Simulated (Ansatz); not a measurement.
The reference is Ba in the bcc (W type) structure (space group Im-3m, No. 229; a = 4.8819 Å).

Structures relaxed with PBEsol (Ansatz, a first-principles code; PAW; 420 eV plane waves; no spin-orbit coupling).

Base:

Simulated powder pattern, Co Kα, λ = 1.79026 Å (kinematic, ideal powder, no thermal factors, no anomalous dispersion; the 8 strongest lines at most, above 2 %, up to 2θ = 90°):

| 2θ (°) | I/Imax (%) | hkl |
|---|---|---|
| 30.06 | 100 | (110) |
| 43.03 | 19 | (200) |
| 53.38 | 41 | (211) |
| 62.48 | 13 | (220) |
| 70.88 | 18 | (310) |
| 78.86 | 4.6 | (222) |
| 86.64 | 22 | (321) |

After one change:

Simulated powder pattern, Co Kα, λ = 1.79026 Å (kinematic, ideal powder, no thermal factors, no anomalous dispersion; the 8 strongest lines at most, above 2 %, up to 2θ = 90°):

```
2θ (°)  I/Imax (%)
------  ----------
31.49          100
45.13           19
56.06           40
65.73           13
74.70           18
83.30          4.5
```

Name the change that was made.
A) pressure 0.3 GPa
B) pressure 10 GPa
C) pressure 1.5 GPa
D) pressure −1 GPa

C, pressure 1.5 GPa. Its volume per atom is 50.79 Å³ against 58.17 Å³, and its space group is Im-3m (No. 229).

Load acts through the strain it causes; cell and atoms are relaxed under it. Whether these cells are dynamically stable was not tested. Measured, Ba leaves this structure (for hcp) near 5.5 GPa (temperature not stated; as listed in Olga Degtyareva, NATO science for peace and security series. B, Physics and biophysics (2010)).
